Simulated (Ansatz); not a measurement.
Consider MgS in the rock salt structure (space group Fm-3m, No. 225; a = 5.203 Å). Axes: x, y, z lie along the cube axes.

All numbers come from Ansatz (a first-principles code) r2SCAN, without spin-orbit coupling.

It is then changed as follows: an isotropic linear strain of +1.50 %; the atoms relax in the strained cell.

Task: Predict the stress tensor and what it implies for the stiffness.

Result: Stress of the strained cell less that of the base (GPa, compression positive):
```
  -3.26    0.00    0.00
   0.00   -3.26    0.00
   0.00    0.00   -3.26
```

Then B = −ΔP/(ΔV/V₀) with ΔV/V₀ = 0.0457 gives secant stiffness values (nonlinear terms included at this strain): B ≈ 71 GPa.

As a check, the harmonic strain energy −½ V₀ Δσ:ε is 8.1 meV/atom; the computed energy rise is 8.5 meV/atom.

No phonon test of stability was made.
